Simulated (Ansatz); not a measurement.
CuI in the zinc blende structure (space group F-43m, No. 216)

```xyz
2
Lattice="0.0000 2.9695 2.9695 2.9695 0.0000 2.9695 2.9695 2.9695 0.0000" Properties=species:S:1:pos:R:3 pbc="T T T"
I      4.4543     4.4543     4.4543
Cu     0.0000     0.0000     0.0000
```

The values are results of PBEsol/PAW in Ansatz (a first-principles code), no spin-orbit coupling, earlier PAW set, not measurements. Γ-centred 10×10×10 mesh, Fermi–Dirac width 0.05 eV.

```yaml
volume_per_atom: 26.19 Å³
density: 6.04 g/cm³
band_gap: 1.17 eV, direct at Γ
electron_mass: 0.14 mₑ
Hole mass (degenerate bands, along [100]): 0.20, 0.64, 0.64 mₑ
Lowest conduction-band minima above the VBM: Γ 1.17 eV; L along ⟨111⟩ 2.11 eV; X along ⟨100⟩ 2.47 eV
total_energy: -7010.697 eV/atom (σ→0; compares only within this code and set-up)
```

With I present, leaving out spin-orbit coupling can change the band edges. Masses are band curvatures over ±0.01 Å⁻¹ around the edge. Whether these cells are dynamically stable was not tested. All final runs are without spin polarisation.
